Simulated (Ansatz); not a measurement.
The starting structures come from a database of crystals and need not be the phases stable at ambient conditions.

Data:

```yaml
crystal:
  lattice:
    - [5.57691, 0.00000, 0.00000]
    - [0.00000, 7.97899, 0.00000]
    - [2.78845, 3.98949, 2.78845]
  atoms:
    - { symbol: Sr, position: [0.50000, 0.75000, 0.00000] }
    - { symbol: Sr, position: [0.50000, 0.25000, 0.00000] }
    - { symbol: Mg, position: [0.00000, 0.00000, 0.00000] }
    - { symbol: W, position: [0.00000, 0.50000, 0.00000] }
    - { symbol: O, position: [0.00000, 0.25847, 0.00000] }
    - { symbol: O, position: [0.00000, 0.74153, 0.00000] }
    - { symbol: O, position: [0.51749, 0.22343, 0.55314] }
    - { symbol: O, position: [0.48251, 0.77657, 0.44686] }
    - { symbol: O, position: [0.92937, 0.70594, 0.58812] }
    - { symbol: O, position: [0.07063, 0.29406, 0.41188] }
```

Space group of this cell: I4/m. The cell is taken as given; by PBEsol its mean pressure is -2.0 GPa.

Transport runs along the normal of the first two printed cell vectors, the (100) plane of the conventional cell.

The gap is the functional's own, uncorrected, and κ follows it; spin-orbit coupling is left out. Mid-gap values are interpolated between the computed energies.

**Question.** State the band gap and the smallest decay constant κ at mid-gap according to PBEsol run with Ansatz (an electronic-structure program).

**Answer.** Gap 3.00 eV on a 12×12×12 mesh; κ = 0.316 1/Å, at the zone centre.
